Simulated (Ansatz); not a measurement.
L1₀ (CuAu-type) FePt was calculated with RPBE (plane waves, PAW; Ansatz, a quantum-chemistry and plane-wave program).

Numerical settings: plane-wave cutoff 520 eV, 20×20×16 k mesh (along the axes of the cell as run), Fermi–Dirac smearing 0.05 eV, spin-polarised with parallel moments, scalar-relativistic PAW data made under PBE.

Shape and atoms are relaxed at each volume.

Pressure at four volumes; x = ln(V/14.378 Å³). One pressure is withheld.

```csv
V (Å³/atom),x,P (GPa)
13.803,-0.0408,8.31
14.378,0.0000,0.00
14.665,0.0198,-3.46
14.953,0.0392,?
```

Problem. Pass a parabola P(x) through the three rows shown, estimate the bulk modulus and its pressure derivative near zero pressure, and predict the withheld pressure.

Solution. Slopes between the rows: (0.00 − (8.31))/(0.0000 − (-0.0408)) = -203.68 and (-3.46 − (0.00))/(0.0198 − (0.0000)) = -174.75 GPa. Their difference over the span 0.0606 is c = 28.93/0.0606 = 477.4 GPa, so P(x) = 8.31 + (-203.68)(x − (-0.0408)) + 477.4 (x − (-0.0408))(x − (0.0000)). At the middle row B = −dP/dx = −[-203.68 + 477.4 × 0.0408] = 184.2 GPa, and B′ = dB/dP = 2c/B = 5.2. At x = 0.0392 the parabola gives -6.49 GPa; the run gives -6.52 GPa. The Birch–Murnaghan fit to the energies at all volumes has B0 = 184 GPa and B′ = 5.1.

Measured, for comparison: bulk modulus 208 GPa (room temperature, no zero-point or thermal correction; as tabulated in First-principles calculations on Fe-Pt nanoclusters of various morphologies). Computed (rounded) less measured: bulk modulus -12 %.

Note: the bulk modulus comes from volumes at which shape and atoms were relaxed.

Spin–orbit coupling is not included.
